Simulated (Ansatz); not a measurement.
Base system: MoS₂ (space group P6_3/mmc, No. 194; a = 3.149 Å, c = 12.091 Å; layered, stacked along the Cartesian z axis).

All numbers come from Ansatz (a program for electronic structure) PBE-D3(BJ), no spin-orbit coupling, earlier PAW set.

Base values:

```
Quantity                        Value
----------------------------  -------
Gap between the host's bands  0.77 eV
```

One thing is altered: electron doping at 5.0×10^21 cm⁻³ (0.519 per cell), with a uniform compensating background at fixed cell and a 300 K Fermi–Dirac width.

Question: How does this affect the Fermi level from band edge?

Answer: The Fermi level relative to the doped band's edge (positive inside the band; to 0.05 eV) amounts to +0.45 eV.

Question: Predict the new gap between the host's bands.

Answer: The gap between the host's bands drops by 0.04 eV (0.77 eV → 0.73 eV).

Charged cell with a jellium background: band edges are those of the host's band count, energies are not comparable with the neutral cell, and many-body gap narrowing is missing. Stability against distortions was not tested.
